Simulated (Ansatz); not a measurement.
Take TiAl (space group P4/mmm, No. 123; a = 2.824 Å, c = 4.071 Å) as the base.

(Cell as relaxed with PBE.)

Levels (all Ansatz, a quantum-chemistry and plane-wave program, PAW, earlier PAW set): PBE (420 eV, without spin-orbit coupling); r2SCAN (500 eV, no spin-orbit coupling).

Each level relaxes its own structure.

| quantity | PBE | r2SCAN |
|---|---|---|
| volume per atom | 16.23 Å³ | [?] |
| lattice parameter a | 2.824 Å | [?] |
| lattice parameter c | 4.071 Å | [?] |
| band gap | zero | [?] |

**Question.** Given the PBE results, estimate those of r2SCAN.

**Answer.** 
- volume per atom, r2SCAN: 16.06 Å³
- lattice parameter a, r2SCAN: 2.813 Å
- lattice parameter c, r2SCAN: 4.059 Å
- band gap, r2SCAN: zero

PBE's volume per atom lies 0.176 Å³ above r2SCAN's (1.1 %); PBE's lattice parameter a lies 0.011 Å above r2SCAN's (0.4 %); PBE's lattice parameter c lies 0.012 Å above r2SCAN's (0.3 %); the two agree on the band gap. Neither level is exact; r2SCAN is the comparison here, not a measurement.

Stability against distortions was not tested. The final runs are not spin-polarised.
